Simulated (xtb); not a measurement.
xtb 6.7.1, GFN2-xTB: Ni(Br)(H)(tmeda) (C[N]1(C)CC[N](C)(C)->[NiH]<-1[Br]), 27 atoms. The geometry is a generated start, not checked to be a minimum at this level.

- run flags: --grad
- method: GFN2-xTB
- --acc: 1 (default)
- --etemp (K): 300 (default)
- basis functions: 69
- valence electrons: 68

```xyz
27

Ni    -0.7350     1.4059    -0.0185
Br    -2.7984     2.1243    -0.0645
H     -0.3221     2.7501    -0.0548
C     -2.2639    -1.0384     1.0738
N     -1.2751    -0.6542     0.0643
C     -1.7891    -1.0483    -1.2492
C     -0.0071    -1.3342     0.3474
C      1.1496    -0.6581    -0.3817
N      1.2363     0.7712    -0.0487
C      1.8453     0.9445     1.2730
C      2.1048     1.4223    -1.0365
H     -2.4015    -2.1284     1.0940
H     -3.2193    -0.5658     0.8498
H     -1.9445    -0.7032     2.0610
H     -1.9654    -2.1331    -1.2927
H     -2.7300    -0.5303    -1.4385
H     -1.0901    -0.7789    -2.0417
H      0.1708    -1.2959     1.4261
H     -0.0530    -2.3962     0.0594
H      0.9952    -0.7472    -1.4601
H      2.0931    -1.1691    -0.1390
H      1.2489     0.4636     2.0470
H      1.9102     2.0071     1.5087
H      2.8580     0.5148     1.2922
H      2.2483     2.4686    -0.7711
H      1.6492     1.3813    -2.0253
H      3.0848     0.9274    -1.0743
```

Charge 0 and multiplicity 1 are set for this test and not shown to be the ground state.

One run each on 1 thread. Values of broydamp tried: 0.02, 0.05, 0.1, 0.2, 0.4 (default), 0.6, 0.8, 1.

Task: Which value of broydamp needs the fewest SCC iterations, and what happens away from it?

Result: Fewest SCC iterations, within one of each other: 0.4 (default) with 16, 0.6 with 16, 0.8 with 17, 1 with 16. The count rises to 29 at 0.02. All converge to one solution.

```json
[
 {"broydamp": "0.02", "SCC iterations": "29", "end": "same solution"},
 {"broydamp": "0.05", "SCC iterations": "27", "end": "same solution"},
 {"broydamp": "0.1", "SCC iterations": "23", "end": "same solution"},
 {"broydamp": "0.2", "SCC iterations": "19", "end": "same solution"},
 {"broydamp": "0.4 (default)", "SCC iterations": "16", "end": "same solution"},
 {"broydamp": "0.6", "SCC iterations": "16", "end": "same solution"},
 {"broydamp": "0.8", "SCC iterations": "17", "end": "same solution"},
 {"broydamp": "1", "SCC iterations": "16", "end": "same solution"}
]
```
